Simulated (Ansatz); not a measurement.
Start from TiAl (space group P4/mmm, No. 123; a = 2.796 Å, c = 4.038 Å; relaxed with 0.1 eV smearing). Axes: x, y, z lie along a, b, c of the conventional cell.

Computed with PBEsol/PAW in Ansatz (an electronic-structure program), scalar-relativistic without spin-orbit coupling.

Base values:

* **Shortest interatomic distance**: 2.796 Å

One thing is altered: a pure shear with ε_xz = ε_zx = 0.0029; the atoms relax in the strained cell.

### Question
Predict the new energy relative to the base.

### Answer
The energy hardly moves.

### Question
What happens to the stress?

### Answer
The stress (xx, yy, zz, yz, xz, xy; compression positive) comes out as (0.0, 0.0, 0.0, 0.0, -0.7, 0.0) GPa.

### Question
Predict the new shortest interatomic distance.

### Answer
The shortest interatomic distance remains 2.796 Å.

Whether these cells are dynamically stable was not tested. All final runs are without spin polarisation.
